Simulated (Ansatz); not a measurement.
Consider TiSi₂ (space group Cmcm, No. 63; a = 3.515 Å, b = 13.348 Å, c = 3.557 Å). Axes: x, y, z lie along a, b, c of the conventional cell.

It is then changed as follows: tensile biaxial strain of 1.06 % in the plane normal to [001], as in epitaxy on a mismatched substrate; the out-of-plane cell vector and the atoms relax.

Levels (all Ansatz, a program for electronic structure, PAW): PBEsol (420 eV, no spin-orbit coupling); r2SCAN (500 eV, scalar-relativistic without spin-orbit coupling).

The geometry is relaxed with PBEsol.

| Item | Value |
|---|---|
| PBEsol pressure | -1.8 GPa |

How does going to r2SCAN change the pressure?

The pressure grows by 2.0 GPa (-1.8 GPa → 0.2 GPa).

Single points use the geometry relaxed with PBEsol. Their cutoffs differ, which shifts pressures a little. Without a gap, meshes like the base's 14×14×13 leave anisotropic stresses uncertain by several tenths of a GPa, and small strain energies with them. Whether these cells are dynamically stable was not tested. All final runs are without spin polarisation.
